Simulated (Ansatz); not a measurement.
Base system: BN in the zinc blende structure (space group F-43m, No. 216; a = 3.6089 Å).

Level of theory: Ansatz (a program for electronic structure), r2SCAN, PAW, cutoff 500 eV, without spin-orbit coupling, earlier PAW set.

Base values:

The largest site moment is 0.00 μB, the magnetic state is not spin-polarised and the shortest interatomic distance is 1.563 Å.

Now apply this change: full substitution B → Cr; the structure is relaxed again.

Q: Predict the new largest site moment.

A: The largest site moment goes from zero to 1.80 μB.

Q: Predict the new magnetic state.

A: The magnetic state goes from not spin-polarised to ferromagnetic.

Q: What happens to the shortest interatomic distance?

A: The shortest interatomic distance increases by 0.339 Å to 1.902 Å.

The magnetic state is the one reached from the starting moments; the real material's order can differ, and small cells can't hold many antiferromagnetic ones. No phonon test of stability was made. For CrN in this form, whether it has been made was not checked.
